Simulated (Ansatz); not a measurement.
Levels about the gap of amorphous Ge$_{12}$Sb$_{12}$Se$_{36}$ (60 atoms in a cell of 1738 Å³, 4.94 g/cm³; zone centre alone, so wide bands show as single levels with stretches between that a denser mesh fills), at the geometry that PBE-D3(BJ) relaxed, where it gives 0.0 GPa on a denser mesh. The participation number counts the atoms over which a state spreads; weights are charges in smoothed Voronoi cells. The levels come from a single point, so bond lengths are those of that geometry. Method of the levels: PBE-D3(BJ), scalar-relativistic without spin-orbit coupling, PAW (Ansatz default set, large-core Se) (Ansatz, a first-principles code). Sampling: the zone centre alone; Fermi-Dirac width 0.05 eV; no spin polarisation.

The cell was made by melting and quenching with the CHGNet potential and then relaxed with DFT. The hot cell started wider than the set density and was brought back towards it in steps. It is the lowest in DFT energy of 3 quenches. It is a model cell: composition and starting density were chosen by hand, and all elements were melted together. The geometry includes D3(BJ) dispersion. Its density started from a set value of 4.84 and ended at 4.94 g/cm³. Cooling (nominally 99 K/ps over its main leg) ran many orders faster than in experiment, which tends to leave more defects and strain. One small periodic cell is one sample of the glass; other quenches scatter about these values. Volume and shape were free in the relaxation.

| E - E(highest filled), eV | filling | participation number | largest on | weight Se | weight Sb | weight Ge |
|---|---|---|---|---|---|---|
| -0.43 | filled | 25.5 | Se, 2 neighbours | 0.85 | 0.09 | 0.06 |
| -0.40 | filled | 21.0 | Se, 2 neighbours | 0.81 | 0.07 | 0.12 |
| -0.32 | filled | 26.7 | Se, 2 neighbours | 0.79 | 0.08 | 0.12 |
| -0.26 | filled | 27.9 | Ge, 4 neighbours | 0.66 | 0.17 | 0.17 |
| -0.22 | filled | 27.5 | Se, 2 neighbours | 0.78 | 0.10 | 0.12 |
| -0.14 | filled | 24.4 | Se, 2 neighbours | 0.73 | 0.20 | 0.07 |
| 0.00 | filled | 16.3 | Se, 2 neighbours | 0.68 | 0.26 | 0.06 |
| 0.73 | empty | 6.3 | Sb, 2 neighbours | 0.48 | 0.43 | 0.10 |
| 0.96 | empty | 23.9 | Se, 2 neighbours | 0.60 | 0.24 | 0.16 |
| 1.10 | empty | 21.2 | Se, 2 neighbours | 0.64 | 0.13 | 0.23 |
| 1.20 | empty | 29.8 | Se, 2 neighbours | 0.59 | 0.19 | 0.22 |
| 1.29 | empty | 38.1 | Sb, 5 neighbours | 0.55 | 0.26 | 0.18 |
| 1.40 | empty | 34.7 | Se, 2 neighbours | 0.52 | 0.27 | 0.21 |
| 1.47 | empty | 38.8 | Sb, 2 neighbours | 0.53 | 0.33 | 0.14 |

Most localised among these is the empty level at +0.73 eV, on a Sb atom, which has 2 neighbours (Se 2.52 Å, Se 2.53 Å).
